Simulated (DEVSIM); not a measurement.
System: abrupt Si p-n junction, at 300 K.

| layer (left to right) | material | thickness (μm) | Nd (cm⁻³) | Na (cm⁻³) | τn (s) | τp (s) |
|---|---|---|---|---|---|---|
| 1 | Si | 0.700 | - | 6.2e15 | 6.3e-7 | 6.3e-7 |
| 2 | Si | 82.0 | 1e17 | - | 6.3e-7 | 6.3e-7 |

Left contact: ohmic. Right contact: ohmic. Voltage is applied to the left contact. Recombination: SRH at mid-gap, radiative. Mobility is constant in doping.

This is a model device: material constants are rounded textbook-type values typed into the input, and sizes, dopings and lifetimes were drawn at random. Values at 300 K.

| parameter | Si |
|---|---|
| gap (eV) | 1.124 |
| affinity (eV) | 4.05 |
| permittivity | 11.7 |
| Nc (cm⁻³) | 2.86e19 |
| Nv (cm⁻³) | 3.1e19 |
| μn (cm²/Vs) | 1417 |
| μp (cm²/Vs) | 470 |
| B (cm³/s) | 4.7e-15 |

Model (solved in DEVSIM): 1D drift-diffusion, Boltzmann statistics, complete ionisation; no tunnelling, impact ionisation, image-force lowering or self-heating.

### Question
Give the small-signal capacitance in reverse bias (quasi-static).

### Answer

```csv
V (V),C (nF/cm²)
-0.2,23.1
-0.5,20.0
-1,16.9
-1.5,15.0
-2,14.2
-3,13.8
-4,13.6
-5,13.4
-6.5,13.2
-8,13.0
-10,12.8
```
